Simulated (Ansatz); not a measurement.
## How the equilibrium volume per atom of HfSi (model structure, started from the TiAs type, P6₃/mmc, No. 194, 8 atoms in the cell) moves with the method

No measured value is used here.

| level (code) | value (Å³/atom) |
|---|---|
| PBE (Ansatz) | 19.53 |
| PBEsol (Ansatz) | ___ |
| PBE-D3(BJ) (Ansatz) | 18.91 |

Question: Complete the blanks.

Answer: 
- PBEsol (Ansatz, a quantum-chemistry and plane-wave program), value (Å³/atom): 18.87

Density-functional levels without +SOC have no spin–orbit coupling. Ansatz's density-functional and Hartree–Fock values are scalar-relativistic unless marked +SOC, with PAW data made under PBE.

A model structure was made by putting elements into a prototype or built by hand; it is no filed structure, need not be a known phase, and can be a saddle point held by its symmetry.
